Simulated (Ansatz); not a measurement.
Input and output of a self-consistent single point for ZnCu2SnS4 (C2, 8 atoms in the cell) (Ansatz, a first-principles code).

Method of the run: LDA (PW92), default PAW files made with PBE (plane waves; Ansatz).

```xyz
8
Lattice="-2.6916 2.6916 5.3842 2.6916 -2.6916 5.3842 2.6916 2.6916 -5.3842" Properties=species:S:1:pos:R:3 pbc="T T T"
Zn     0.0000     2.6916     2.7421
Cu     0.0000     0.0000     0.0000
Cu     2.6916     0.0000     2.6921
Sn     0.0000     0.0000     5.3842
S      1.3041     1.2668     1.3890
S      1.2668     4.0791    -1.3890
S      1.3875     1.4248     6.7732
S      1.4248    -1.3875     3.9951
```

Reference input (self-consistent single point, DFT, LDA (PW92), plane waves, default PAW files made with PBE): basis.ecutwfc = 420 eV; kpoints.mp_grid.grid = 4 4 4; hamiltonian.xc = lda; hamiltonian.pseudopotentials = {kind: paw} (the program's default PAW files); scf.occupations.method = gaussian; scf.occupations.width = 0.2 eV. This run's input differs from it in these lines:

Ansatz 0.2 input:
```diff
@@ -22,3 +22,3 @@
 scf:
-  occupations: { method: gaussian, width: 0.2 }
+  occupations: { method: gaussian, width: 0.02 }
 output:
```

Output, abridged:

```
SCF iter   1: F=—  HF=-25719.198607 eV  |F-HF|=—  |Δ(HF+E_count)|=         —  Δρ=1.10e-2  dr2=1.14e-1  ethr=1.77e-3  ⟨swp⟩=7.3  Hψ=5363  notcnv=0
all-band conjugate gradients solve this SCF's bands
preconditioner: auto → Resta (q_TF=auto, 2.480 Å⁻¹)
SCF iter   2: F=—  HF=-25719.190341 eV  |F-HF|=—  |Δ(HF+E_count)|=   8.27e-3  Δρ=8.78e-3  dr2=9.31e-2  ethr=1.30e-4  ⟨swp⟩=2.0  Hψ=2647  notcnv=0  defer=90
   [... lines left out ...]
SCF iter   7: F=—  HF=-25719.167209 eV  |F-HF|=—  |Δ(HF+E_count)|=   8.30e-5  Δρ=9.12e-5  dr2=1.09e-5  ethr=5.94e-8  ⟨swp⟩=2.0  Hψ=1555  notcnv=0  defer=90
SCF iter   8: F=—  HF=-25719.167209 eV  |F-HF|=—  |Δ(HF+E_count)|=   1.16e-7  Δρ=3.37e-5  dr2=1.59e-6  ethr=1.24e-8  ⟨swp⟩=2.9  Hψ=2115  notcnv=0  defer=90
SCF iter   9: F=—  HF=-25719.167209 eV  |F-HF|=—  |Δ(HF+E_count)|=   2.38e-7  Δρ=1.04e-5  dr2=2.01e-7  ethr=1.81e-9  ⟨swp⟩=2.0  Hψ=2047  notcnv=0  defer=90
SCF iter  10: F=-25719.167209 eV  HF=-25719.167209 eV  |F-HF|=2.17e-8  |Δ(HF+E_count)|=   1.89e-8  Δρ=4.33e-6  dr2=2.71e-8  ethr=1.14e-10  ⟨swp⟩=9.8  Hψ=5167  notcnv=0
SCF 1 converged in 10 iterations: F = -25719.167209 eV  dr2 = 2.71e-8
Free energy (F): -25719.167209 eV
Internal energy: -25719.167209 eV  (E = F + TS)
E sigma→0 (E₀):  -25719.167209 eV
Fermi energy:    8.192462 eV
--- Forces (eV/Å), atoms counted from 1 ---
  atom   1  Zn     0.00000000     0.00000000    -0.29473375
  atom   2  Cu     0.00000000     0.00000000     0.02082186
  atom   3  Cu     0.00000000     0.00000000    -0.02629117
  atom   4  Sn     0.00000000     0.00000000     0.09378362
  atom   5  S     -0.16941290    -0.15859592     0.18824460
  atom   6  S     -0.30497301     0.05689268    -0.08503528
  atom   7  S      0.16941290     0.15859592     0.18824460
  atom   8  S      0.30497301    -0.05689268    -0.08503528
--- Stress (GPa, compression-positive) ---
       -2.662347       0.229345       0.000000
        0.229345      -2.687121       0.000000
        0.000000       0.000000      -2.754027
  P = ⅓ Tr σ = -2.7012 GPa (-27.012 kbar)
  The stress holds the Pulay correction. Without it, at fixed plane waves, as pw.x and ABINIT print it: P = -2.7567 GPa
```

The run converged in 10 iterations. Against the reference run the free energy is nearly the same (within 1 meV/atom), the pressure moves little (-2.65 to -2.70 GPa) and the largest force goes from 0.334 to 0.322 eV/Å.

The starting cell comes from a database of computed structures (which also holds hypothetical and non-ambient phases and stackings), without a prior relaxation at this level. Its lattice was rescaled by up to half a per cent. One atom was moved a little off its site on purpose. Spin polarisation is off. Ansatz's pressure includes its estimate of the finite-basis (Pulay) stress.
